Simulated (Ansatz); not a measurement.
# BP: Li interstitial (started 1.96 Å from the nearest host atom), symmetric start

The parent structure is an 8-atom supercell of BP in the zinc blende structure (space group F-43m, No. 216; a = 4.520 Å) at its relaxed geometry.

One thing is altered: a neutral Li interstitial (started 1.96 Å from the nearest host atom), symmetric start, atoms relaxed at fixed cell.

Level of theory: PBEsol (Ansatz, a program for electronic structure; PAW; 420 eV plane waves; no spin-orbit coupling). k-mesh 5×5×5 (Γ-centred); smearing 0.01 eV (Fermi–Dirac).

```json
[
 {"quantity": "pressure", "base": "0.0 GPa", "changed": "12.5 GPa", "shift": "+12.5 GPa"},
 {"quantity": "final site of the added atom", "base": "–", "changed": "4 P at 2.05 Å and 6 B at 2.26 Å", "shift": "–"}
]
```

Final structure:

```yaml
crystal:
  lattice:
    - [-4.52021, 0.00000, 0.00000]
    - [0.00000, 0.00000, 4.52021]
    - [0.00000, 4.52021, 0.00000]
  atoms:
    - { symbol: P, position: [0.26173, 0.73827, 0.76173] }
    - { symbol: P, position: [0.73827, 0.73827, 0.23827] }
    - { symbol: P, position: [0.73827, 0.26173, 0.76173] }
    - { symbol: P, position: [0.26173, 0.26173, 0.23827] }
    - { symbol: B, position: [0.00000, 0.00000, 0.00000] }
    - { symbol: B, position: [0.50000, 0.00000, 0.50000] }
    - { symbol: B, position: [0.50000, 0.50000, 0.00000] }
    - { symbol: B, position: [0.00000, 0.50000, 0.50000] }
    - { symbol: Li, position: [0.00000, 0.00000, 0.50000] }
```

The magnetic state is the one reached from the starting moments; the real material's order can differ, and small cells can't hold many antiferromagnetic ones. The cell is small, so the values are those of an ordered compound at a high defect concentration; dilute-limit values will differ. A case with no gap was solved on a k-mesh chosen for an insulator, which is coarse for it. The defect started on the symmetric site and kept its symmetry, so it may sit on a saddle. Seeded moments were not kept for Li interstitial (started 1.96 Å from the nearest host atom). The defect cell is spin-polarised and ends with 0.0 μB.
